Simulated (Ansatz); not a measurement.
Data:

```xyz
2
Lattice="0.0000 2.2491 2.2491 2.2491 0.0000 2.2491 2.2491 2.2491 0.0000" Properties=species:S:1:pos:R:3 pbc="T T T"
N      3.3737     3.3737     3.3737
Ga     0.0000     0.0000     0.0000
```

No spin polarisation.

Hole doping at 1.0×10^21 cm⁻³ (0.0228 per cell), with a uniform compensating background at fixed cell and a 300 K Fermi–Dirac width.

Level of theory: DFT with PBEsol, PAW potentials and a 420 eV plane-wave cutoff in Ansatz (a program for electronic structure), spin-orbit coupling left out, earlier PAW set. k-mesh 29×29×29 (Γ-centred); smearing 0.0259 eV (Fermi–Dirac).

Task: What is the computed gap between the host's bands?

Result: 1.73 eV.

Task: Estimate the Fermi level relative to the doped band's edge (positive inside the band; to 0.05 eV).

Result: +0.10 eV.

Charged cell with a jellium background: band edges are those of the host's band count, energies are not comparable with the neutral cell, and many-body gap narrowing is missing. No phonon test of stability was made. The cell was made from GaN in the zinc blende structure (space group F-43m, No. 216) by this change: holes 1.0×10^21 cm⁻³. This is not the structure that GaN has at room temperature and ambient pressure.
